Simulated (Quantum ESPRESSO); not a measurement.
## Equation of state of rock-salt PbTe (space group 225): energy against volume (Quantum ESPRESSO, PBEsol)

```
CELL_PARAMETERS angstrom
      0.00000     3.13622     3.13622
      3.13622     0.00000     3.13622
      3.13622     3.13622     0.00000
ATOMIC_POSITIONS crystal
  Te 0.50000 0.50000 0.50000
  Pb 0.00000 0.00000 0.00000
```

Method of the run: PBEsol, GBRV 1.5 ultrasoft (PBESOL) pseudopotentials (plane waves; Quantum ESPRESSO). Settings: ecutwfc = 52 Ry; ecutrho = 260 Ry; occupations = smearing; smearing = fermi-dirac; degauss = 0.000734986 Ry; potentials = {Te: te_pbesol_v1.uspp.F.UPF, Pb: pb_pbesol_v1.uspp.F.UPF}; K_POINTS = automatic 9 9 9 0 0 0; conv_thr = 1e-10 Ry. The cell above is the first row's. The rows scale it uniformly. In all rows fractional positions and the k mesh are held. E is the free energy at the stated smearing, counted from the lowest row.

```
V (Å^3/atom)  E (meV/atom)
------------  ------------
30.847               29.66
31.518               15.06
32.189                5.62
32.859                0.76
33.530                0.00
34.200                2.91
34.871                9.10
35.542               18.23
36.212                   ?
```

Q: Fit E against V with the third-order Birch-Murnaghan form, a cubic in V^(-2/3), and predict the withheld value at V = 36.212.

A: With u = V^(-2/3) - 0.0969, the rows have u = 0.0047697, 0.0033215, 0.0019238, 0.0005759, -0.0007290, -0.0019891, -0.0032106, -0.0043935. Least squares gives E = -0.049 + 753.1·u + 1132547·u² + 3227629·u³. Residuals (row less fit): 0.001, -0.005, 0.006, -0.001, -0.003, 0.001, -0.001, 0.000; standard error 0.004 (degrees of freedom: 4). Its minimum lies at u = -0.0003330, so V0 = (0.0965670)^(-3/2) = 33.32. There d²E/du² = 2259000 and d³E/du³ = 1.937e7, so B0 = (4/9) × 33.32^(-7/3) × 2259000 × 0.160218 = 45.0 GPa (the last factor turns the table's units into GPa), and B0' = 4 + (2/3) × 0.0965670 × (1.937e7)/2259000 = 4.6. The program's pressures in the fitted runs (not shown) pass through zero at V = 33.31, 0.03 % from this V0. At the withheld row, u = -0.0055381, so E = -0.049 + 753.1 × (-0.0055381) + 1132547 × (-0.0055381)² + 3227629 × (-0.0055381)³ = 29.968 meV/atom. The calculation gives 30.00 meV/atom, 0.032 meV/atom above the prediction (0.1 % of the range of E in the table). The row lies outside the fitted rows, so this is an extrapolation. From the scatter of the fitted rows alone, a prediction at this place has a standard error of 0.010 meV/atom, so the miss is 3.1 times that.

Carrying the step between the two nearest rows on in a straight line would have given 27.35, off by 2.65; series whose last step already gives the withheld value aren't shown. The scan was laid around a cell of about the measured size, scaled by a guess for this functional. The runs keep the symmetry of the cell, so they don't test it for distortions. Spin-orbit coupling is off. Cutoffs and mesh are single choices, not tested for convergence of this quantity. Series with a scatter that would blur these digits, or in which a gap closes, are not shown. Nor are scans whose minimum lies at an end fitted in this form.

Terms beyond the fitted order, or numerical noise in single rows, can give a miss of this size; the table doesn't tell which.
